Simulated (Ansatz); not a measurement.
Several settings converged on the (110) slab of ScAl (cut from a parent of space group no. 221; 8 atoms in the cell)

```xyz
8
Lattice="3.3805 0.0000 0.0000 0.0000 4.7807 0.0000 0.0000 0.0000 21.1710" Properties=species:S:1:pos:R:3 pbc="T T T"
Sc     1.6902     2.3903     7.0000
Al     0.0000     0.0000     7.0000
Sc     1.6902     0.0000     9.3903
Al     0.0000     2.3903     9.3903
Sc     1.6902     2.3903    11.7807
Al     0.0000     0.0000    11.7807
Sc     1.6902     0.0000    14.1710
Al     0.0000     2.3903    14.1710
```

Base method: PBEsol, default PAW files made with PBE (plane waves; Ansatz, a quantum-chemistry and plane-wave program).

Base settings: basis.ecutwfc = 420 eV; kpoints.mp_grid.grid = 9 6 1; hamiltonian.xc = pbesol; hamiltonian.pseudopotentials = {kind: paw} (the program's default PAW files); scf.occupations.method = fermi_dirac; scf.occupations.width = 0.1 eV.

The count of work is k-points × plane waves × bands × iterations; it is no time. Core times come from one kind of shared machine, to one figure; runs under 30 s give none.

**The vacuum**

The mesh stays at the base's, so the ladder's end is converged at best in this setting alone.

Only quantities that move along the ladder and can be compared are tabulated.

| vacuum between outermost atoms (Å) | free energy less the last step's (meV/atom) | largest difference of a force vector from the last step's (eV/Å) | count of work / last |
|---|---|---|---|
| 3.0 | -246.16 | 0.874 | 0.20 |
| 4.0 | -88.93 | 0.428 | 0.30 |
| 5.0 | -29.11 | 0.154 | 0.29 |
| 6.0 | -8.24 | 0.041 | 0.31 |
| 7.0 | -2.33 | 0.007 | 0.38 |
| 8.0 | -0.75 | 0.001 | 0.41 |
| 10.0 | -0.08 | 0.000 | 0.46 |
| 12.0 | -0.01 | 0.000 | 0.51 |
| 14.0 | 0.00 | 0.000 | 0.57 |
| 17.0 | 0.00 | 0.000 | 0.65 |
| 20.0 | 0.00 | 0.000 | 0.73 |
| 25.0 | 0.00 | 0.000 | 0.86 |
| 30.0 | 0.00 | 0.000 | 1.0 |

Smallest vacuum between outermost atoms (Å) that holds the free energy within 1 meV/atom of the last step, with all finer ones: 8.0, at 0.41 of the last step's count of work; the step before is off by 2.3 meV/atom.

Smallest vacuum between outermost atoms (Å) that holds the forces within 0.005 eV/Å of the last step, with all finer ones: 8.0, at 0.41 of the last step's count of work; the step before is off by 0.007 eV/Å.

**The depth of the slab**

On a (110) slab of ScAl (cut from a parent of space group no. 221; 2 atoms in the cell), and deeper slabs.

Surface energy = (E_slab − N e_bulk)/2A, with e_bulk from the bulk crystal on its finest mesh (220 k-points); errors per atom of slab and bulk, whose meshes differ, grow with N.

The mesh stays at the base's, so the ladder's end is converged at best in this setting alone.

Only quantities that move along the ladder and can be compared are tabulated.

```csv
atoms,unrelaxed surface energy (J/m²),count of work / last,core time / last (rough)
2,1.453,0.031,–
4,1.499,0.068,–
6,1.481,0.12,–
8,1.463,0.17,–
10,1.459,0.24,–
12,1.460,0.32,–
14,1.459,0.41,–
16,1.458,0.51,0.4
20,1.458,0.73,0.7
24,1.457,1.0,1
```

Smallest size that holds the unrelaxed surface energy within 0.02 J/m² of the last step, with all finer ones: 8, at 0.17 of the last step's count of work; the step before is off by 0.024 J/m².

On the base run: the starting cell comes from a database of computed structures (which also holds hypothetical and non-ambient phases and stackings), without a prior relaxation at this level. The slab is cut from that crystal, and its faces are unrelaxed. Its lattice was rescaled by up to half a per cent.

Keys are those of Ansatz 0.2.
